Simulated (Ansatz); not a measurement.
Here is the system:

End structure of a constructed model of the (111) surface of fcc Au, a pseudomorphic layer of Mg in the other hollow (bottom of the slab: a bare face, its two planes held):

```xyz
7
Lattice="2.9396 0.0000 0.0000 -1.4698 2.5458 0.0000 0.0000 0.0000 30.5000" Properties=species:S:1:pos:R:3 pbc="T T T"
Au     0.0000     1.6972     8.0800
Au     1.4698     0.8486    10.4802
Au     0.0000     0.0000    12.8715
Au     0.0000     1.6972    15.2764
Au     1.4698     0.8486    17.6850
Au     0.0000     0.0000    20.1559
Mg     1.4698     0.8486    22.4606
```

Model: 7-atom slab, 14.3 Å thick at the start, 15x15x1 mesh, Fermi-Dirac 0.1 eV, dipole correction, 2 atoms held, the rest relaxed; held to the start's symmetry, so lower structures may exist; no spin, no spin-orbit, no U. In PBE it is, or lies within 0.01 eV a 1x1 cell of, the lowest of the 2 structures of its composition computed so far; larger cells were not tried.

Estimate the work function of the top face that PBE (Ansatz, an electronic-structure program) returns for this input.

4.11 eV
